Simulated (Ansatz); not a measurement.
Ge2Sb2Te5 has the trigonal space group P-3m1 (No. 164), Pearson symbol hP9. Conventional cell: a = b = 4.196 Å, c = 16.702 Å, α = β = 90.00°, γ = 120.00°. Te1 on 1a has 6 Ge at 2.947 Å (octahedral). Ge on 2d sees 6 Te at 2.926–2.947 Å (octahedral). Te2 on 2d has 3 Ge at 2.926 Å and 3 Sb at 3.135 Å (octahedral). Sb on 2c is coordinated by 3 Te at 2.967 Å and 3 Te at 3.135 Å (octahedral). Te3 on 2d sees 3 Sb at 2.967 Å (trigonal pyramidal). (Neighbours: up to the widest gap in distance over summed covalent radii, below 1.35, at either atom.)

The cell was generated from a structure type, relaxed within its symmetry, and need not be the phase found at ambient conditions. The run noted for some of its cells that the k mesh resolves the field response roughly. At this level the gap is small or closed, and a narrow smearing was used. Dynamical quadrupoles are not included in the interpolation of the phonons between the solved wave vectors. Spin-orbit coupling is not included.

Q: This cell was relaxed within its symmetry with DFT at the LDA level (Ansatz, a first-principles code). Can a quasi-harmonic thermal-expansion study be run on it?

A: Not as set up; a weak instability or too coarse a mesh can cause this, and the two were not told apart (phonon / k mesh 3×3×2 / 9×9×2, smearing 0.03 eV). The program stopped with this message:

```
vibrations stand at or below zero in cell 7 (0.111 modes a cell, the lowest at -21.7 cm⁻¹): the crystal is at no minimum there, or its k-points are too few: type the crystal that it becomes, another pressure, or a denser kpoints.mp_grid, in a new run
```

The PAW data sets were generated under PBE and serve the other functionals too.

Keys are those of Ansatz 0.2.
